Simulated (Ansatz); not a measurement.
**Pressure series in SrTiO3**

Start from SrTiO3 in the cubic perovskite structure (space group Pm-3m, No. 221; a = 3.936 Å).

Cell and atoms are relaxed at each pressure.

The values are results of Ansatz (an electronic-structure program), PBE, PAW, cutoff 420 eV, scalar-relativistic without spin-orbit coupling, not measurements.

```json
[
 {"pressure (GPa)": "-2", "volume per atom (Å³/atom)": "12.348"},
 {"pressure (GPa)": "-1", "volume per atom (Å³/atom)": "12.272"},
 {"pressure (GPa)": "0", "volume per atom (Å³/atom)": "12.199"},
 {"pressure (GPa)": "0.3", "volume per atom (Å³/atom)": "12.178"},
 {"pressure (GPa)": "0.7", "volume per atom (Å³/atom)": "12.151"},
 {"pressure (GPa)": "1.5", "volume per atom (Å³/atom)": "12.095"},
 {"pressure (GPa)": "5", "volume per atom (Å³/atom)": "11.868"},
 {"pressure (GPa)": "7.5", "volume per atom (Å³/atom)": "?"},
 {"pressure (GPa)": "10", "volume per atom (Å³/atom)": "11.578"}
]
```

Question: Fit the third-order Birch–Murnaghan form P(V) = (3B₀/2)[(V₀/V)^(7/3) − (V₀/V)^(5/3)]·[1 + (3/4)(B₀′ − 4)((V₀/V)^(2/3) − 1)] (squares taken in P) to the rows shown and predict the withheld row.

Answer: Least squares on the printed values gives V₀ = 12.200 Å³/atom, B₀ = 171 GPa, B₀′ = 4.3; this predicts 11.718 Å³/atom, and the run gives 11.718 Å³/atom, in agreement.

Measured bulk modulus of SrTiO3: 172.1 GPa (room temperature; as listed in Mael Guennou et al., Physical Review B (2010)); the computed value is for a static lattice, so the two differ by thermal effects too.

Load acts through the strain it causes; cell and atoms are relaxed under it. Stability against distortions was not tested. No other phases were tried under pressure. The final runs are not spin-polarised. Many cubic perovskites are stable only at high temperature; tilts and polar distortions were not tested.
